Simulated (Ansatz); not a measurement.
# CdS under a change: isotropic strain +2.50 %

Consider CdS in the zinc blende structure (space group F-43m, No. 216; a = 5.8777 Å).

Now apply this change: the cell is scaled by 1.0250 in all directions; the atoms relax in the strained cell.

Computed with Kohn–Sham DFT with the r2SCAN functional, run in Ansatz (a first-principles code) with PAW and 500 eV plane waves, no spin-orbit coupling. Γ-centred 10×10×10 mesh, Fermi–Dirac width 0.05 eV.

The volume per atom goes up by 1.95 Å³ to 27.33 Å³ and the space group stays F-43m (No. 216). The shortest interatomic distance increases by 0.064 Å (2.545 Å → 2.609 Å) and the energy grows by 25 meV/atom. The pressure drops by 3.801 GPa, from 0.01 GPa to -3.80 GPa and the band gap drops by 0.17 eV to 1.37 eV. The gap character remains direct at Γ and the mean gap deformation potential ΔEg/Δln V amounts to -2.4 eV. The width of the top valence band shrinks by 0.267 eV, from 2.16 eV to 1.90 eV and the electron mass becomes 0.14 mₑ (at Γ) (base: 0.15 mₑ (at Γ)). The hole mass (degenerate bands, along [100]) changes from 0.16, 0.78, 0.78 mₑ (at Γ) to 0.15, 0.88, 0.88 mₑ (at Γ).

Final structure:

```
CdS
1.0
    0.00000     3.01231     3.01231
    3.01231     0.00000     3.01231
    3.01231     3.01231     0.00000
Cd S
1 1
Direct
  0.00000   0.00000   0.00000
  0.25000   0.25000   0.25000
```

Effective masses come from finite differences of ±0.01 Å⁻¹. No phonon test of stability was made.
